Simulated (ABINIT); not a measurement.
A self-consistent single point of Li₃Ag (I4mm, 4 atoms in the cell) with ABINIT.

Computed with PBEsol, norm-conserving pseudopotentials (PseudoDojo nc-sr-04 PBEsol standard) (plane waves; ABINIT 10.0.3).

```
Li3Ag
1.0
   -2.10280     2.10280     3.65758
    2.10280    -2.10280     3.65758
    2.10280     2.10280    -3.65758
Li Ag
3 1
Direct
  0.25000   0.75000   0.50000
  0.75000   0.25000   0.50000
  0.50684   0.50684   0.00000
  0.00000   0.00000   0.00000
```

Reference input (self-consistent single point, DFT, PBEsol, plane waves, norm-conserving pseudopotentials (PseudoDojo nc-sr-04 PBEsol standard)): pseudos = [Li.upf, Ag.upf]; ecut = 41 Ha; ixc = -116133; occopt = 7; tsmear = 0.00367493 Ha; ngkpt = 5 5 5; nshiftk = 1; shiftk = 0 0 0; potentials = PseudoDojo nc-sr-04 PBEsol standard; nband = 19; kptopt = 1; nstep = 80. This run's input differs from it in these lines:

```diff
@@ -27,3 +27,3 @@
 nstep 80
-tolvrs 1.0e-11
+toldfe 0.0037
 prtwf 0
```

Log, with long lists cut:

```
--- !BeginCycle
solver: {iscf: 7, nstep: 80, nline: 4, wfoptalg: 0, }
tolerances: {toldfe: 3.70E-03, }
...

     iter   Etot(hartree)      deltaE(h)  residm     vres2
 ETOT  1  -175.81695975218    -1.758E+02 1.464E-01 2.109E+03
 ETOT  2  -176.06392212473    -2.470E-01 8.326E-03 2.861E+03
 ETOT  3  -176.37101057469    -3.071E-01 2.082E-03 1.255E+02
 ETOT  4  -176.37642748122    -5.417E-03 8.075E-04 4.834E+01
 ETOT  5  -176.38013382562    -3.706E-03 1.229E-04 4.040E+00
 ETOT  6  -176.38043387197    -3.000E-04 2.947E-04 1.528E-01
 ETOT  7  -176.38044643585    -1.256E-05 5.483E-04 1.678E-03
 At SCF step    7, etot is converged :
  for the second time, diff in etot=  1.256E-05 < toldfe=  3.700E-03

 Cartesian components of stress tensor (hartree/bohr^3)
  sigma(1 1)= -5.24383493E-06  sigma(3 2)=  0.00000000E+00
  sigma(2 2)= -5.24383493E-06  sigma(3 1)=  0.00000000E+00
  sigma(3 3)=  9.98864971E-07  sigma(2 1)=  0.00000000E+00

 ----iterations are completed or convergence reached----

 reduced coordinates (array xred) for    4 atoms
       0.250000000000      0.750000000000      0.500000000000
       0.750000000000      0.250000000000      0.500000000000
       0.506835000000      0.506835000000      0.000000000000
       0.000000000000      0.000000000000      0.000000000000
 cartesian forces (eV/Angstrom) at end:
    1      0.00000000000000    -0.00000000000000     0.05937813075250
   [... lines left out ...]
 Fermi (or HOMO) energy (hartree) =   0.13156   Average Vxc (hartree)=  -0.33090
 Fermi (or HOMO) energy (eV) =   3.57998   Average Vxc (eV)=  -9.00416
   [... lines left out ...]
total_energy        : -1.76380446435845E+02
total_energy_eV     : -4.79955603336396E+03
band_energy         : -2.73544578233361E+01
...

-Cartesian components of stress tensor (GPa)         [Pressure=  9.3057E-02 GPa]
- sigma(1 1)= -1.54278924E-01  sigma(3 2)=  0.00000000E+00
- sigma(2 2)= -1.54278924E-01  sigma(3 1)=  0.00000000E+00
- sigma(3 3)=  2.93876171E-02  sigma(2 1)=  0.00000000E+00

 Calculation completed.
```

The run converged in 7 iterations. Against the reference run the free energy hardly moves (within 1 meV/atom), the pressure goes from -0.02 to 0.09 GPa and the largest force moves little (0.111 to 0.110 eV/Å).

The starting cell comes from a database of computed structures (which also holds hypothetical and non-ambient phases and stackings), without a prior relaxation at this level. Its lattice was rescaled by up to half a per cent. One atom was moved a little off its site on purpose.

Cost on one core of a shared machine: roughly 50 s.
